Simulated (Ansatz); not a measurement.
# ZrO2: pressure series

Take ZrO₂ in the fluorite structure (space group Fm-3m, No. 225; a = 5.089 Å) as the base.

Cell and atoms are relaxed at each pressure.

All numbers come from Kohn–Sham DFT with the r2SCAN functional, run in Ansatz (a quantum-chemistry and plane-wave program) with PAW and 500 eV plane waves, no spin-orbit coupling.

Notes on the quantities. enthalpy: H = E + PV relative to the base's energy; electron mass: degenerate bands, along [100].

```json
[
 {"case": "base", "band gap": "3.89 eV", "density": "6.21 g/cm³", "enthalpy": "–", "electron mass": "0.53, 2.1 mₑ (at Γ)"},
 {"case": "pressure −2 GPa", "band gap": "3.86 eV", "density": "6.16 g/cm³", "enthalpy": "-0.14 eV/atom", "electron mass": "0.54, 2.1 mₑ (at Γ)"},
 {"case": "pressure −1 GPa", "band gap": "3.87 eV", "density": "6.18 g/cm³", "enthalpy": "-0.07 eV/atom", "electron mass": "0.54, 2.1 mₑ (at Γ)"},
 {"case": "pressure 0.9 GPa", "band gap": "3.90 eV", "density": "6.23 g/cm³", "enthalpy": "+0.06 eV/atom", "electron mass": "0.53, 2.1 mₑ (at Γ)"},
 {"case": "pressure 2.1 GPa", "band gap": "3.91 eV", "density": "6.26 g/cm³", "enthalpy": "+0.14 eV/atom", "electron mass": "0.53, 2.0 mₑ (at Γ)"},
 {"case": "pressure 4.5 GPa", "band gap": "3.94 eV", "density": "6.31 g/cm³", "enthalpy": "+0.31 eV/atom", "electron mass": "0.52, 2.0 mₑ (at Γ)"},
 {"case": "pressure 9 GPa", "band gap": "3.99 eV", "density": "6.42 g/cm³", "enthalpy": "+0.61 eV/atom", "electron mass": "0.51, 2.0 mₑ (at Γ)"},
 {"case": "pressure 15 GPa", "band gap": "4.05 eV", "density": "6.54 g/cm³", "enthalpy": "+1.00 eV/atom", "electron mass": "0.49, 2.0 mₑ (at Γ)"},
 {"case": "pressure 22.5 GPa", "band gap": "4.11 eV", "density": "6.69 g/cm³", "enthalpy": "+1.48 eV/atom", "electron mass": "0.47, 1.9 mₑ (at Γ)"},
 {"case": "pressure 30 GPa", "band gap": "4.18 eV", "density": "6.83 g/cm³", "enthalpy": "+1.96 eV/atom", "electron mass": "0.46, 1.9 mₑ (at Γ)"}
]
```

Load acts through the strain it causes; cell and atoms are relaxed under it. Masses are band curvatures over ±0.01 Å⁻¹ around the edge. No phonon test of stability was made. Competing high-pressure phases were not computed. This is not the structure that ZrO2 has at room temperature and ambient pressure.
